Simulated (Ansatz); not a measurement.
Surface energy of faces of tetragonal indium in PBE and in r2SCAN, in Ansatz (plane waves, PAW). Symmetric slabs relaxed with PBE from ideal cuts in 1x1 cells (the lowest computed cut and spin start of each face; real faces may reconstruct in larger cells); r2SCAN values are single points on them, with the bulk at the same level. No spin-orbit coupling, no U.

```
face   PBE (J/m²)  r2SCAN (J/m²)
-----  ----------  -------------
(001)        0.31           0.35
(100)        0.38           0.42
(101)        0.31           0.37
(102)        0.33           0.35
(103)        0.34           0.34
(110)        0.34           0.39
(112)        0.37           0.41
(201)        0.33           0.36
(203)        0.31              ?
```

Q: Fit a straight line y = a·x + b by least squares to the 8 complete rows (x: PBE (J/m²); y: r2SCAN (J/m²)).

A: the means are x̄ = 0.3387 and ȳ = 0.3738; Σ(x − x̄)² = 0.0044875 and Σ(x − x̄)(y − ȳ) = 0.0041375, so a = 0.922 and b = ȳ − a·x̄ = 0.061. The largest residual is 0.035.

Q: What does the line predict for the withheld row, (203), and what did the calculation give?

A: the line gives 0.35; the calculation gave 0.34, a miss of -0.01, of the size of the fitted rows' scatter and rounding.

Ansatz is a first-principles code.
